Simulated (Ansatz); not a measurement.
Given:

Host crystal: anatase TiO2, with a band gap (PBE, scalar-relativistic without spin-orbit coupling).

End structure of F on the 1x1 (101) surface of anatase TiO2 (cut with top plane O), one in a 2x1 cell, started at the site 'over Ti at depth 1.4 Å':

```yaml
crystal:
  lattice:
    - [7.59752, 0.00000, 0.00000]
    - [1.89938, 5.20899, 0.00000]
    - [0.00000, 0.00000, 28.50000]
  atoms:
    - { symbol: O, position: [0.14089, 0.43645, 0.33526] }
    - { symbol: O, position: [0.64089, 0.43645, 0.33526] }
    - { symbol: Ti, position: [0.06428, 0.74287, 0.36727] }
    - { symbol: Ti, position: [0.56428, 0.74287, 0.36727] }
    - { symbol: O, position: [0.28898, 0.84409, 0.35911] }
    - { symbol: O, position: [0.78898, 0.84409, 0.35911] }
    - { symbol: O, position: [0.46828, 0.12690, 0.38395] }
    - { symbol: O, position: [0.96828, 0.12690, 0.38395] }
    - { symbol: Ti, position: [0.19890, 0.20438, 0.38398] }
    - { symbol: Ti, position: [0.69890, 0.20438, 0.38398] }
    - { symbol: O, position: [0.11103, 0.55589, 0.41952] }
    - { symbol: O, position: [0.61103, 0.55589, 0.41952] }
    - { symbol: O, position: [0.21927, 0.12291, 0.45736] }
    - { symbol: O, position: [0.71927, 0.12291, 0.45736] }
    - { symbol: Ti, position: [0.13465, 0.45828, 0.48959] }
    - { symbol: Ti, position: [0.63994, 0.44115, 0.48831] }
    - { symbol: O, position: [0.36586, 0.53817, 0.49059] }
    - { symbol: O, position: [0.86601, 0.53348, 0.49196] }
    - { symbol: O, position: [0.04215, 0.82992, 0.50874] }
    - { symbol: O, position: [0.54163, 0.83432, 0.50888] }
    - { symbol: Ti, position: [0.27679, 0.90415, 0.51011] }
    - { symbol: Ti, position: [0.77460, 0.89363, 0.51704] }
    - { symbol: O, position: [0.18883, 0.25032, 0.54244] }
    - { symbol: O, position: [0.68490, 0.25232, 0.54313] }
    - { symbol: O, position: [0.29482, 0.81606, 0.57888] }
    - { symbol: O, position: [0.79689, 0.81786, 0.58172] }
    - { symbol: Ti, position: [0.20471, 0.17404, 0.61461] }
    - { symbol: Ti, position: [0.71120, 0.16238, 0.61427] }
    - { symbol: O, position: [0.43934, 0.24242, 0.61408] }
    - { symbol: O, position: [0.93826, 0.24566, 0.61485] }
    - { symbol: O, position: [0.12146, 0.53047, 0.63920] }
    - { symbol: O, position: [0.61242, 0.53405, 0.63892] }
    - { symbol: Ti, position: [0.34330, 0.63106, 0.63179] }
    - { symbol: Ti, position: [0.84438, 0.61210, 0.64920] }
    - { symbol: O, position: [0.26523, 0.94047, 0.66316] }
    - { symbol: O, position: [0.75899, 0.95406, 0.66559] }
    - { symbol: F, position: [0.87965, 0.48134, 0.70654] }
```

Model: 37-atom slab, 9.4 Å thick at the start under the adsorbate (thin: gaps and levels are the slab's own), 3x4x1 mesh, Fermi-Dirac 0.01 eV, dipole correction, 14 atoms held, the rest relaxed; no symmetry held; spin-polarised, ending with about 1.0 μB a cell, a value that depends on the mesh; orders that need a larger cell were not tried, no spin-orbit, no U, no dispersion correction. The slab shows no gap over 0.04 eV on its mesh. At the end it is bonded to Ti. In PBE it is, or lies within 0.03 eV of, the lowest of the starts that converged.

A negative adsorption energy means that the adsorbate is more stable on the surface than in its reference.

### Question
Predict the work function of the top face from PBE (Ansatz, a quantum-chemistry and plane-wave program).

### Answer
8.58 eV

### Question
Estimate the adsorption energy against ½ F2(g) that PBE returns for this input.

### Answer
-0.80 eV

### Question
Predict the change of the step from the bottom to the top vacuum level, against the clean slab from PBE.

### Answer
1.16 eV
